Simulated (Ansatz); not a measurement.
Start from Pd in the fcc (Cu type) structure (space group Fm-3m, No. 225; a = 3.878 Å; relaxed with 0.1 eV smearing). Axes: x, y, z lie along the cube axes.

The values are results of DFT with PBEsol, PAW potentials and a 420 eV plane-wave cutoff in Ansatz (a first-principles code), no SOC, not measurements.

Modification: compressive biaxial strain of 3.00 % in the plane normal to [001], as in epitaxy on a mismatched substrate; the out-of-plane cell vector and the atoms relax.

**Question.** Estimate the effect on the in-plane stress, ratio −ε⊥/ε∥ and energy relative to the base.

**Answer.** The mean in-plane stress (compression positive) amounts to +6.4 GPa; the ratio −ε⊥/ε∥ comes out as 1.45; the energy grows by 16 meV/atom.

No phonon test of stability was made. The final runs are not spin-polarised.
